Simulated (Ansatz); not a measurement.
Converging the plane-wave cutoff: HfSb4Mo (Cm, 6 atoms in the cell)

```xyz
6
Lattice="5.1333 -1.8243 0.0000 5.1333 1.8243 0.0000 -4.1596 0.0000 7.2891" Properties=species:S:1:pos:R:3 pbc="T T T"
Hf     0.7608     0.0000     1.4405
Sb     6.8348     0.0000     3.4762
Sb    -0.6653     0.0000     3.9811
Sb     3.6703     0.0000     0.6865
Sb     2.3914     0.0000     6.4428
Mo     5.3398     0.0000     5.8903
```

Computed with PBEsol, default PAW files made with PBE (plane waves; Ansatz, a first-principles code).

Base settings: basis.ecutwfc = 420 eV; kpoints.mp_grid.grid = 3 3 2; hamiltonian.xc = pbesol; hamiltonian.pseudopotentials = {kind: paw} (the program's default PAW files); scf.occupations.method = gaussian; scf.occupations.width = 0.136 eV.

The second cell is the first with its lattice scaled by 0.98.

The mesh stays at the base's, so the ladder's end is converged at best in this setting alone.

The first pressure column holds Ansatz's estimate of the finite-basis (Pulay) stress, which hides part of the cutoff error; the other is without it.

Only quantities that move along the ladder and can be compared are tabulated.

The count of work is k-points × plane waves × bands × iterations; it is no time. 

The starting cell comes from a database of computed structures (which also holds hypothetical and non-ambient phases and stackings), without a prior relaxation at this level. Its lattice was rescaled by up to half a per cent. One atom was moved a little off its site on purpose. Spin polarisation is off.

| basis.ecutwfc | free energy less the last step's (meV/atom) | energy of the compressed cell less the first (meV/atom) | pressure (GPa) | pressure without the Pulay estimate (GPa) | largest difference of a force vector from the last step's (eV/Å) | count of work / last |
|---|---|---|---|---|---|---|
| 145 eV | 74106.24 | -2073.13 | -11.57 | -1894.26 | 5.562 | 0.070 |
| 170 eV | 27553.94 | 527.66 | -20.73 | -885.69 | 3.475 | 0.078 |
| 190 eV | 12589.07 | 281.60 | -0.69 | -458.61 | 1.048 | 0.094 |
| 210 eV | 5531.53 | 47.05 | -3.66 | -226.65 | 0.820 | 0.11 |
| 230 eV | 2393.90 | 38.10 | -0.11 | -110.70 | 0.318 | 0.13 |
| 250 eV | 1007.20 | 6.53 | -0.28 | -53.54 | 0.118 | 0.12 |
| 295 eV | 113.22 | 17.27 | -1.35 | -9.53 | 0.018 | 0.16 |
| 335 eV | 12.19 | 18.10 | -1.33 | -2.39 | 0.004 | 0.19 |
| 380 eV | 2.48 | 17.88 | -1.33 | -1.39 | 0.001 | 0.23 |
| 420 eV | 1.57 | 17.83 | -1.34 | -1.39 | 0.000 | 0.27 |
| 460 eV | 0.74 | 17.76 | -1.35 | -1.38 | 0.000 | 0.31 |
| 505 eV | 0.31 | 17.75 | -1.35 | -1.36 | 0.000 | 0.35 |
| 565 eV | 0.21 | 17.74 | -1.35 | -1.35 | 0.000 | 0.48 |
| 630 eV | 0.14 | 17.74 | -1.35 | -1.35 | 0.000 | 0.56 |
| 735 eV | 0.08 | 17.74 | -1.35 | -1.35 | 0.000 | 0.71 |
| 840 eV | 0.05 | 17.74 | -1.35 | -1.35 | 0.000 | 0.76 |
| 1010 eV | 0.00 | 17.73 | -1.35 | -1.35 | 0.000 | 1.0 |

Coarsest basis.ecutwfc that holds the pressure without the Pulay estimate within 0.5 GPa of the last step, with all finer ones: 380 eV, at 0.23 of the last step's count of work; the step before is off by 1.0 GPa.

Coarsest basis.ecutwfc that holds the free energy within 5 meV/atom of the last step, with all finer ones: 380 eV, at 0.23 of the last step's count of work; the step before is off by 12 meV/atom.

Coarsest basis.ecutwfc that holds the energy of the compressed cell less the first within 2 meV/atom of the last step, with all finer ones: 295 eV, at 0.16 of the last step's count of work; the step before is off by 11 meV/atom.

The energy difference between the two cells stays within 1 meV/atom of the last step's from 295 eV on, the total only from 460 eV on: much of the error is common to both cells and cancels.

At the lowest cutoff the pressure without the Pulay estimate lies 1890 GPa under the last step's, the usual sign of Pulay stress in an incomplete plane-wave basis.

Keys are those of Ansatz 0.2.
